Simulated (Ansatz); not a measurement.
Response to strain in TiC

The reference is TiC in the rock salt structure (space group Fm-3m, No. 225; relaxed with 0.1 eV smearing).

```
CELL_PARAMETERS angstrom
      0.00000     2.16392     2.16392
      2.16392     0.00000     2.16392
      2.16392     2.16392     0.00000
ATOMIC_POSITIONS crystal
  Ti 0.00000 0.00000 0.00000
  C  0.50000 0.50000 0.50000
```

Cartesian axes are those of the cell as printed.

Strains are applied to the cell and any free atomic positions relax; under biaxial strain the out-of-plane vector relaxes too.

Computed with r2SCAN (Ansatz, a quantum-chemistry and plane-wave program), no spin-orbit coupling.

Notes on the quantities. pressure: mean of the normal stresses, compression positive.

```tsv
case	shortest interatomic distance	pressure	out-of-plane strain
base	2.164 Å	0.0 GPa	–
biaxial strain −3.00 %, plane normal [001], relaxed out of plane	2.099 Å	14.1 GPa	+1.57 %
biaxial strain −2.50 %, plane normal [001], relaxed out of plane	2.110 Å	11.4 GPa	+1.30 %
biaxial strain −2.00 %, plane normal [001], relaxed out of plane	2.121 Å	8.9 GPa	+1.03 %
biaxial strain −1.50 %, plane normal [001], relaxed out of plane	2.131 Å	6.5 GPa	+0.76 %
biaxial strain −1.00 %, plane normal [001], relaxed out of plane	2.142 Å	4.2 GPa	+0.50 %
biaxial strain −0.50 %, plane normal [001], relaxed out of plane	2.153 Å	2.0 GPa	+0.25 %
```

Stability against distortions was not tested. All final runs are without spin polarisation.
